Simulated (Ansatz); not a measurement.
Defect: O vacancy in polar orthorhombic HfO2, charge state +2. Method: PBE, PAW (plane waves to 420 eV; Ansatz, a first-principles code).

Cell of 96 host sites held at the relaxed PBE lattice; the Γ point alone; Fermi-Dirac width 0.01 eV, spin-restricted; finite-size errors left in. Energies are static. Spin-orbit coupling is left out. The host's phase is taken as given; its stability against other phases was not computed. The charge state is imposed; whether it is stable for some Fermi level was not computed. Forms of the defect that were not tried may lie lower.

Barriers: single points on a 2×2×2 k-point mesh shifted by half a step at the bands' geometries.

The step: a nearby O atom hops onto the vacant site. Atoms about the jump, Cartesian Å from the middle of the jump, before and after:

| atom | x0 | y0 | z0 | x1 | y1 | z1 |
|---|---|---|---|---|---|---|
| O1 | -0.52 | -0.04 | -1.18 | 0.52 | 0.04 | 1.18 |
| Hf2 | 1.24 | -1.16 | -0.63 | 1.36 | -1.12 | -0.35 |
| Hf3 | -1.45 | 1.63 | -0.46 | -1.59 | 1.87 | -0.34 |
| O4 | -1.94 | 0.60 | 1.33 | -2.04 | 0.66 | 1.36 |
| O5 | -0.09 | -2.08 | 0.83 | -0.05 | -2.42 | 0.82 |
| O6 | 2.05 | 0.62 | -1.20 | 1.97 | 0.60 | -1.22 |
| Hf7 | -1.33 | -1.12 | 2.20 | -1.14 | -1.04 | 2.09 |
| O8 | 0.13 | -2.49 | -1.75 | 0.12 | -2.08 | -1.72 |
| O9 | 0.00 | 2.54 | 0.88 | -0.13 | 2.72 | 0.88 |
| O10 | -3.21 | 0.62 | -1.20 | -3.01 | 0.58 | -1.22 |
| O11 | 0.13 | 2.66 | -1.71 | 0.03 | 2.54 | -1.67 |
| Hf12 | -1.16 | -1.06 | -3.00 | -1.20 | -1.16 | -3.18 |
| O13 | -2.50 | -2.05 | -1.68 | -2.47 | -2.03 | -1.76 |
| O14 | -2.82 | -2.07 | 0.88 | -2.72 | -2.02 | 0.81 |
| O15 | 0.61 | -0.04 | -3.77 | 0.56 | -0.04 | -3.73 |
| Hf16 | -1.49 | -3.42 | -0.41 | -1.48 | -3.40 | -0.43 |

Where do these atoms stand at the saddle point, and how high is it?


```csv
atom,x,y,z
O1,-0.35,-0.02,-0.28
Hf2,1.29,-1.15,-0.55
Hf3,-1.47,1.66,-0.32
O4,-2.06,0.68,1.51
O5,-0.02,-2.37,0.85
O6,2.10,0.57,-1.29
Hf7,-1.25,-1.11,2.07
O8,0.14,-2.33,-1.79
O9,-0.03,2.62,0.93
O10,-3.11,0.59,-1.19
O11,0.11,2.59,-1.67
Hf12,-1.20,-1.16,-3.13
O13,-2.46,-2.04,-1.73
O14,-2.76,-2.04,0.82
O15,0.57,-0.06,-3.72
Hf16,-1.46,-3.42,-0.43
```
It lies 0.50 eV above the start and 0.50 eV above the end. The saddle point's order was not checked.
